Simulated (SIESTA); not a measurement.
**Input and output of a self-consistent single point for ScBPt₃ (Pm-3m, 5 atoms in the cell) (SIESTA)**

Computed with GGA PBEsol, numerical atomic orbitals TZP, PseudoDojo PBEsol standard norm-conserving potentials (rewritten from UPF to PSML) (SIESTA).

The input file:

```
# files in the folder: Sc.psml B.psml Pt.psml (PseudoDojo PBEsol standard)
SystemName  ScBPt3
SystemLabel scbpt3

NumberOfAtoms                5
NumberOfSpecies              3
%block ChemicalSpeciesLabel
  1 21 Sc
  2 5 B
  3 78 Pt
%endblock ChemicalSpeciesLabel
LatticeConstant              4.270258 Ang
%block LatticeVectors
     1.000000000    0.000000000    0.000000000
     0.000000000    1.000000000    0.000000000
     0.000000000    0.000000000    1.000000000
%endblock LatticeVectors
AtomicCoordinatesFormat      ScaledCartesian
%block AtomicCoordinatesAndAtomicSpecies
     0.000000000    0.000000000    0.000000000  1
     0.500000000    0.500000000    0.500000000  2
     0.000000000    0.500000000    0.500000000  3
     0.500000000    0.000000000    0.500000000  3
     0.500000000    0.500000000    0.000000000  3
%endblock AtomicCoordinatesAndAtomicSpecies

XC.functional                GGA
XC.authors                   PBEsol
PAO.BasisSize                TZP
PAO.EnergyShift              0.01 Ry
MeshCutoff                   400 Ry
%block kgrid.MonkhorstPack
    5   0   0  0.0
    0   5   0  0.0
    0   0   5  0.0
%endblock kgrid.MonkhorstPack
OccupationFunction           MP
OccupationMPOrder            0
ElectronicTemperature        0.05 eV

MaxSCFIterations             150
SCF.Mixer.Method             Broyden
SCF.Mixer.Weight             0.1
SCF.Mixer.History            8
SCF.DM.Tolerance             1.0E-05
Diag.ParallelOverK           true
WriteForces                  true
Charge.Mulliken              end
```

Output (repeated stretches shortened):

```
reinit: Reading from file input.fdf

reinit: System Name: ScBPt3
reinit: System Label: scbpt3

coor:   Atomic-coordinates input format  =     Cartesian coordinates
coor:                                          (in units of alat)

siesta: Atomic coordinates (Bohr) and species
siesta:      0.00000   0.00000   0.00000  1        1
siesta:      4.03481   4.03481   4.03481  2        2
siesta:      0.00000   4.03481   4.03481  3        3
siesta:      4.03481   0.00000   4.03481  3        4
siesta:      4.03481   4.03481   0.00000  3        5

siesta: System type = bulk

initatomlists: Number of atoms, orbitals, and projectors:      5   117   122

siesta: ******************** Simulation parameters ****************************
redata: Spin configuration                          = none
redata: Time-Reversal Symmetry                      = T
redata: Number of Atomic Species                    =        3
redata: Mesh Cutoff                                 =   400.0000 Ry
redata: Net charge of the system                    =     0.0000 |e|
redata: Min. number of SCF Iter                     =        0
redata: Max. number of SCF Iter                     =      150
redata: SCF convergence failure will abort job
redata: SCF mix quantity                            = Hamiltonian
redata: Mix DM or H after convergence               =   F
redata: Recompute H after scf cycle                 =   F
redata: Mix DM in first SCF step                    =   T
redata: No kicks to SCF
redata: DM Mixing Weight for Kicks                  =     0.5000
redata: Require Harris convergence for SCF          =   F
redata: Harris energy tolerance for SCF             =     0.000100 eV
redata: Require DM convergence for SCF              =   T
redata: DM tolerance for SCF                        =     0.000010
redata: Require EDM convergence for SCF             =   F
redata: EDM tolerance for SCF                       =     0.001000 eV
   [... lines left out ...]
diag: Used triangular part                          = Lower
diag: Absolute tolerance                            =  0.100E-15
diag: Orthogonalization factor                      =  0.100E-05
diag: Memory factor                                 =  1.0000

superc: Internal auxiliary supercell:     5 x     5 x     5  =     125
superc: Number of atoms, orbitals, and projectors:    625  14625  15250

                        Single-point calculation

superc: Internal auxiliary supercell:     5 x     5 x     5  =     125
superc: Number of atoms, orbitals, and projectors:    625  14625  15250

outcell: Unit cell vectors (Ang):
        4.270258    0.000000    0.000000
        0.000000    4.270258    0.000000
        0.000000    0.000000    4.270258

outcell: Cell vector modules (Ang)   :    4.270258    4.270258    4.270258
outcell: Cell angles (23,13,12) (deg):     90.0000     90.0000     90.0000
outcell: Cell volume (Ang**3)        :     77.8686
new_DM -- step:     1
Initializing Density Matrix...

Attempting to read DM from file... Failed...
DM filled with atomic data:

InitMesh: MESH = 54 x 54 x 54 = 157464
InitMesh: Mesh cutoff (required, used) =   400.000   441.958 Ry

stepf: Methfessel-Paxton step function
       Using Hermite-Gauss polynomials of order  0
        iscf     Eharris(eV)        E_KS(eV)     FreeEng(eV)     dDmax    Ef(eV) dHmax(eV)
   scf:    1   -11827.350512   -11983.715391   -11983.731934  1.456499 -0.906702 24.235619
   scf:    2   -12062.007616   -12044.879846   -12044.881219  0.896578 -1.812401  8.022666
   scf:    3   -12051.554706   -12048.435674   -12048.437280  0.103384 -2.103421  6.016804
   scf:    4   -12053.009236   -12051.963267   -12051.968024  0.181036 -2.828381  2.767245
   scf:    5   -12050.895352   -12051.840077   -12051.847011  0.085643 -2.950464  2.899555
   scf:    6   -12052.381833   -12052.172594   -12052.178707  0.021469 -2.998464  1.216255
   [... 8 lines left out ...]
   scf:   15   -12052.234051   -12052.234050   -12052.239809  0.000027 -3.025992  0.000900
   scf:   16   -12052.234051   -12052.234051   -12052.239809  0.000021 -3.026033  0.000520
   scf:   17   -12052.234051   -12052.234051   -12052.239809  0.000017 -3.026056  0.000430
   scf:   18   -12052.234051   -12052.234051   -12052.239809  0.000010 -3.026069  0.000316
   scf:   19   -12052.234051   -12052.234051   -12052.239809  0.000008 -3.026080  0.000234
SCF Convergence by DM+H criterion
max |DM_out - DM_in|         :     0.0000079842
max |H_out - H_in|      (eV) :     0.0002336864
SCF cycle converged after 19 iterations

Using DM_out to compute the final energy and forces

siesta: E_KS(eV) =           -12052.2341

siesta: E_KS - E_eggbox =    -12052.2341

siesta: Atomic forces (eV/Ang):
     1    0.000000   -0.000000   -0.000000
     2    0.000000   -0.000000    0.000000
     3    0.000000   -0.000000    0.000000
     4    0.000000    0.000000    0.000000
     5   -0.000000   -0.000000   -0.000000
   Tot    0.000000    0.000000   -0.000000
   Max    0.000000
   Res    0.000000    sqrt( Sum f_i^2 / 3N )
   Max    0.000000    constrained

Stress tensor Voigt[x,y,z,yz,xz,xy] (kbar):      105.16      105.16      105.16        0.00       -0.00        0.00
(Free)E + p*V (eV/cell)   -12057.3509
Target enthalpy (eV/cell)   -12052.2398

siesta: Program's energy decomposition (eV):
siesta: Ebs     =     -2183.179605
siesta: Eions   =     16812.869486
siesta: Ena     =      2514.933352
siesta: Ekin    =      3561.364516
siesta: Enl     =       708.126673
siesta: Eso     =         0.000000
siesta: Edftu   =         0.000000
siesta: DEna    =       148.981559
siesta: DUscf   =         5.359625
siesta: DUext   =         0.000000
siesta: Ex      =     -2031.313486
siesta: Ec      =      -146.816803
siesta: Exc     =     -2178.130290
siesta: Eharris =    -12052.234051
siesta: Etot    =    -12052.234051
siesta: FreeEng =    -12052.239809

siesta: Stress tensor (static) (eV/Ang**3):
siesta:     0.065637    0.000000   -0.000000
siesta:     0.000000    0.065637   -0.000000
siesta:    -0.000000    0.000000    0.065637

siesta: Cell volume =         77.868596 Ang**3

siesta: Pressure (static):
siesta:                Solid            Molecule  Units
siesta:          -0.00071488         -0.00071488  Ry/Bohr**3
siesta:          -0.06563715         -0.06563715  eV/Ang**3
siesta:        -105.16230813       -105.16230813  kBar

mulliken: Atomic and Orbital Populations:

Species: Sc
Atom  Qatom  Qorb
               3s      4s      4s      4s      3py     3pz     3px     4py
   [... lines left out ...]
             -0.134   0.379   0.379   0.379   0.108   0.108   0.079   0.108

              0.079

Species: Pt
Atom  Qatom  Qorb
               5s      6s      6s      6s      5py     5pz     5px     6py
               6pz     6px     5dxy    5dyz    5dz2    5dxz    5dx2-y2 5dxy
               5dyz    5dz2    5dxz    5dx2-y2 5dxy    5dyz    5dz2    5dxz
               5dx2-y2
   3 17.467   1.931   0.395  -0.249   0.397   1.991   1.991   1.946   0.245
              0.245   0.292   1.346   1.518   1.400   1.346   1.167   0.050

              0.050   0.044   0.050   0.026   0.243   0.165   0.250   0.243

              0.386
   4 17.467   1.931   0.395  -0.249   0.397   1.946   1.991   1.991   0.292
              0.245   0.245   1.346   1.346   1.400   1.518   1.167   0.050

              0.050   0.044   0.050   0.026   0.243   0.243   0.250   0.165

              0.386
   5 17.467   1.931   0.395  -0.249   0.397   1.991   1.946   1.991   0.245
              0.292   0.245   1.518   1.346   1.050   1.346   1.517   0.050

              0.050   0.017   0.050   0.053   0.165   0.243   0.454   0.243

              0.181

mulliken: Qtot =       68.000

Mulliken Atomic Populations:
Atom #   charge [q] valence [e]  Species
     1    -0.238872   11.238872  Sc
     2    -1.360716    4.360716  B
     3     0.533196   17.466804  Pt
     4     0.533196   17.466804  Pt
     5     0.533196   17.466804  Pt
 Total    -0.000000
```

The run converged in 19 iterations.

The starting cell comes from a database of computed structures (which also holds hypothetical and non-ambient phases and stackings), without a prior relaxation at this level. Its lattice was rescaled by a random factor within 2.5 % of one. Spin polarisation is off. Values carry the incompleteness of an atom-centred basis. With a pressure of about -11 GPa the cell is away from its equilibrium volume at this level.

Cost on one core of a shared machine: roughly 80 s.
